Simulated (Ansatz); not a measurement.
Where the default PAW files enter, the runs use the earlier of Ansatz's two default sets.

Consider the following.

```yaml
crystal:
  lattice:
    - [3.99038, 0.00000, 0.00000]
    - [0.00000, 4.10266, 0.00000]
    - [0.00000, 0.00000, 3.99038]
  atoms:
    - { symbol: Ba, position: [0.50000, 0.41746, 0.50000] }
    - { symbol: Ti, position: [0.00000, 0.89996, 0.00000] }
    - { symbol: O, position: [0.50000, 0.93578, 0.00000] }
    - { symbol: O, position: [0.00000, 0.93578, 0.50000] }
    - { symbol: O, position: [0.00000, 0.45103, 0.00000] }
```

Space group of this cell: P4mm. The cell is taken as given; by r2SCAN its mean pressure is -1.7 GPa.

Transport runs along the normal of the first two printed cell vectors, the (100) plane of the conventional cell.

No gap correction and no spin-orbit coupling; mid-gap is the computed energy nearest the middle.

### Question
Compute, with Ansatz (a first-principles code) with r2SCAN, the band gap and the smallest decay constant κ at mid-gap.

### Answer
Gap 2.20 eV on a 8×8×8 mesh; κ = 0.284 1/Å, at the zone centre.
